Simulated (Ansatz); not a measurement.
## GeSi (P6_3mc): band-edge transport data

Input:

```xyz
4
Lattice="3.9007 0.0000 0.0000 -1.9503 3.3781 0.0000 0.0000 0.0000 6.4427" Properties=species:S:1:pos:R:3 pbc="T T T"
Si     1.9503     1.1260     5.6344
Si     0.0000     2.2521     2.4130
Ge     1.9503     1.1260     3.2243
Ge     0.0000     2.2521     0.0030
```

All values below come from PBEsol, rigid bands (plane waves, PAW, scalar-relativistic; Ansatz, a first-principles code). Cell: cell and atoms relaxed with PBEsol.

```
Item                                                                                                                                                               Value
---------------------------------------------------------------------------------------------------------------------------------------  -------------------------------
band gap                                                                                                                                                         0.35 eV
electron conductivity mass (300 K, dilute)                                                                                               0.23 (x), 0.23 (y), 0.41 (z) mₑ
effective density of states N_c (300 K)                                                                                                                      6.1e19 cm⁻³
density-of-states mass, electrons                                                                                                                                1.80 mₑ
Seebeck coefficient, n-type 1e19 cm⁻³, 300 K                                                                                                                   -407 μV/K
best n-type power factor at 300 K for τ = 10 fs (best axis; densities from 1e16 to 1e21 cm⁻³ tried, whether or not they can be reached)       68 μW/(cm·K²) at 3e20 cm⁻³
```

Rigid bands; masses and Seebeck coefficients take one relaxation time τ for all states and one kind of carrier; polarons and phonon drag are left out. Spin-orbit coupling is left out.

Computed structure with no diffraction record at hand here (it may be known, metastable or hypothetical): GeSi (P6_3mc).
